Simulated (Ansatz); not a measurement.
A self-consistent single point of CuO (P6_3/mmc, 4 atoms in the cell) with Ansatz (a program for electronic structure).

Computed with PBE (plane waves, PAW; Ansatz).

The change in words: lattice scaled by 0.985; basis.ecutwfc: 420 eV → 250 eV. Reference geometry:
```
CuO
1.0
    2.84124     0.00000     0.00000
   -1.42062     2.46059     0.00000
    0.00000     0.00000     3.96000
Cu O
2 2
Direct
  0.00000   0.00000   0.00000
  0.00000   0.00000   0.50000
  0.33333   0.66667   0.25000
  0.66667   0.33333   0.75000
```

Reference input (self-consistent single point, DFT, PBE, plane waves, default PAW files): basis.ecutwfc = 420 eV; kpoints.mp_grid.grid = 11 11 7; hamiltonian.xc = pbe; hamiltonian.pseudopotentials = {kind: paw}, with the files named one by one; scf.occupations.method = methfessel_paxton; scf.occupations.width = 0.05 eV. This run's input differs from it in these lines:

Ansatz 0.2 input:
```diff
@@ -2,5 +2,5 @@
   lattice:
-    - [2.841245, 0.000000, 0.000000]
-    - [-1.420623, 2.460590, 0.000000]
-    - [0.000000, 0.000000, 3.960000]
+    - [2.798626, 0.000000, 0.000000]
+    - [-1.399314, 2.423681, 0.000000]
+    - [0.000000, 0.000000, 3.900600]
   atoms:
@@ -11,3 +11,3 @@
 basis:
-  ecutwfc: 420.0 eV
+  ecutwfc: 250.0 eV
 kpoints:
```

Log, with long lists cut:

```
SCF iter   1: F=—  HF=-14368.052498 eV  |F-HF|=—  |Δ(HF+E_count)|=         —  Δρ=6.10e-2  dr2=2.55e-1  ethr=1.77e-3  ⟨swp⟩=5.4  Hψ=6605  notcnv=0
all-band conjugate gradients solve this SCF's bands
preconditioner: auto → LDOS
SCF iter   2: F=—  HF=-14368.946033 eV  |F-HF|=—  |Δ(HF+E_count)|=   8.94e-1  S|Δr|=    0.00e0  Δρ=1.64e-1  dr2=3.85e0  ethr=5.10e-4  ⟨swp⟩=3.0  Hψ=5256  notcnv=0  defer=46  recentre
   [... lines left out ...]
SCF iter   6: F=—  HF=-14367.640607 eV  |F-HF|=—  |Δ(HF+E_count)|=   1.59e-4  S|Δr|=    0.00e0  Δρ=2.16e-4  dr2=3.67e-6  ethr=4.07e-6  ⟨swp⟩=2.1  Hψ=3333  notcnv=0  defer=48
SCF iter   7: F=—  HF=-14367.640262 eV  |F-HF|=—  |Δ(HF+E_count)|=   3.46e-4  S|Δr|=    0.00e0  Δρ=3.33e-5  dr2=1.03e-7  ethr=7.35e-9  ⟨swp⟩=2.0  Hψ=3401  notcnv=0  defer=48
SCF iter   8: F=-14367.640262 eV  HF=-14367.640262 eV  |F-HF|=1.50e-9  |Δ(HF+E_count)|=   3.72e-8  S|Δr|=    0.00e0  Δρ=4.28e-6  dr2=1.94e-9  ethr=2.00e-10  ⟨swp⟩=6.5  Hψ=7211  notcnv=0
SCF 1 converged in 8 iterations: F = -14367.640262 eV  dr2 = 1.94e-9
Stability not checked (fill_not_monotonic)
Free energy (F): -14367.640262 eV
Internal energy: -14367.640020 eV  (E = F + TS)
E sigma→0 (E₀):  -14367.640201 eV
Entropy (-TS):   -0.000241 eV (-0.060 meV/atom)
Fermi energy:    21.589772 eV
--- Forces (eV/Å), atoms counted from 1 ---
  atom   1  Cu     0.00000000    -0.00000000     0.00000000
   [... zero for the other atoms too ...]
--- Stress (GPa, compression-positive) ---
      140.405188       0.000000       0.000000
        0.000000     140.405188       0.000000
        0.000000       0.000000     279.010297
  P = ⅓ Tr σ = 186.6069 GPa (1866.069 kbar)
  The stress holds the Pulay correction. Without it, at fixed plane waves, as pw.x and ABINIT print it: P = -97.7399 GPa
```

The run converged in 8 iterations. Against the reference run the free energy rises by 2.32 eV/atom and the pressure goes from 146.21 to 186.6 GPa.

The starting cell was generated: these elements placed on a structure prototype, without a prior relaxation; it need not be a known phase or ordering of this composition. For this run, on top of that: lattice scaled by 0.985. Spin polarisation is off, so a magnetic state, if there is one, cannot be reached. Ansatz's pressure includes its estimate of the finite-basis (Pulay) stress. Without the estimate this run gives -97.74 GPa. The cutoff lies below the one recommended for these files. The run gives no clean gap (levels at the Fermi energy touch, overlap or are partly filled at this smearing), which alone does not show that the compound is a metal.
